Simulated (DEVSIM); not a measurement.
**abrupt GaAs p-n junction**

System: abrupt GaAs p-n junction, at 300 K.

```csv
layer (left to right),material,thickness (μm),Nd (cm⁻³),Na (cm⁻³),τn (s),τp (s)
1,GaAs,2.10,-,5.9e17,4.4e-8,4.4e-8
2,GaAs,2.10,2.2e13,-,4.4e-8,4.4e-8
```

Left contact: ohmic. Right contact: ohmic. Voltage is applied to the left contact. Recombination: SRH at mid-gap, radiative. Mobility is μmin + (μ − μmin)/(1 + (N/Nref)^α).

Constants are typed, rounded textbook-type inputs, not results; the design itself was drawn at random and stands for no fabricated device. Values at 300 K.

| parameter | GaAs |
|---|---|
| gap (eV) | 1.424 |
| affinity (eV) | 4.07 |
| permittivity | 12.9 |
| Nc (cm⁻³) | 4.7e17 |
| Nv (cm⁻³) | 9e18 |
| μn (cm²/Vs) | 8500 |
| μp (cm²/Vs) | 400 |
| μn,min | 500 |
| μp,min | 20 |
| Nref,n | 6e16 |
| Nref,p | 1.5e17 |
| αn | 0.39 |
| αp | 0.38 |
| B (cm³/s) | 2e-10 |

DEVSIM, 1D drift-diffusion, Boltzmann statistics, complete ionisation; no tunnelling, impact ionisation, image-force lowering or self-heating.

```yaml
potential_step_across_the_device_at_zero_bias: 1.096 V
largest_field_in_the_device_at_zero_bias: 40000 V/cm
Dark forward voltage at 1 A/cm²: 0.882 V
Dark forward voltage at 100 A/cm²: 1.121 V
```

Dark forward current:

(V (V), J (A/cm²)): (0.05, 1.4e-10); (0.15, 1.5e-9); (0.25, 1.3e-8); (0.35, 1.3e-7); (0.45, 2.0e-6); (0.55, 4.8e-5); (0.65, 0.0014); (0.75, 0.035); (0.85, 0.51); (0.95, 4.0); (1.00, 10); (1.10, 68); (1.20, 380); (1.30, 940); (1.40, 1200); (1.50, 1400); (1.60, 1500); (1.70, 1600); (1.80, 1700); (1.90, 1800)
